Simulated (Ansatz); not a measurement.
Base system: C in the diamond structure (space group Fd-3m, No. 227; a = 3.532 Å). Axes: x, y, z lie along the cube axes.

Computed with LDA, PAW, 420 eV (Ansatz, a quantum-chemistry and plane-wave program; no SOC).

Before the change:

| Item | Result |
|---|---|
| Shortest interatomic distance | 1.529 Å |
| Valley order | a point along ⟨100⟩, about 1.3 Å⁻¹ from Γ 4.17 eV |

The change: biaxial strain −2.50 %, plane normal [111], relaxed out of plane (Cartesian); in-plane vectors clamped, the third vector and the atoms free.

Q: What happens to the shortest interatomic distance and valley order?

A: The shortest interatomic distance decreases by 0.032 Å (1.529 Å → 1.497 Å); the valley order (the lowest conduction-band minima on the path, energy above the VBM, named in the base's zone) becomes a point along [010], about 1.4 Å⁻¹ from Γ 4.19 eV; Γ 5.12 eV (base: a point along ⟨100⟩, about 1.3 Å⁻¹ from Γ 4.17 eV).

The levels and masses belong to the bands next to the band gap. Whether these cells are dynamically stable was not tested.
